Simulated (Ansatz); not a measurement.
Band structure of La3Al (Pm-3m, 4 atoms in the cell).

```
La3Al
1.0
    4.97745     0.00000     0.00000
    0.00000     4.97745     0.00000
    0.00000     0.00000     4.97745
La Al
3 1
Direct
  0.00000   0.50000   0.50000
  0.50000   0.00000   0.50000
  0.50000   0.50000   0.00000
  0.00000   0.00000   0.00000
```

Method: PBEsol, PAW files made with PBE (plane waves; Ansatz, a quantum-chemistry and plane-wave program).

Settings: basis.ecutwfc = 420 eV; kpoints.mp_grid.grid = 9 9 9; hamiltonian.xc = pbesol; hamiltonian.pseudopotentials = {kind: paw} (the program's default PAW files); scf.occupations.method = gaussian; scf.occupations.width = 0.2 eV; kpoints.band_path.npoints = 8.

The starting cell comes from a database of computed structures (which also holds hypothetical and non-ambient phases and stackings), without a prior relaxation at this level.

Levels in eV from the Fermi level, bands 15 to 21:
```json
[
 {"point": "Γ", "15": "-1.09", "16": "-1.09", "17": "-0.99", "18": "-0.99", "19": "-0.99", "20": "0.83", "21": "0.83"},
 {"point": "X", "15": "-1.20", "16": "-0.69", "17": "-0.69", "18": "-0.57", "19": "0.54", "20": "0.89", "21": "1.17"},
 {"point": "M", "15": "-1.22", "16": "-1.22", "17": "0.00", "18": "0.00", "19": "0.33", "20": "0.81", "21": "1.10"},
 {"point": "R", "15": "-1.16", "16": "-1.16", "17": "0.37", "18": "0.37", "19": "0.37", "20": "1.29", "21": "1.51"}
]
```

Bands cross the Fermi level along this path, so the cell is metallic at this level.

Keys are those of Ansatz 0.2.
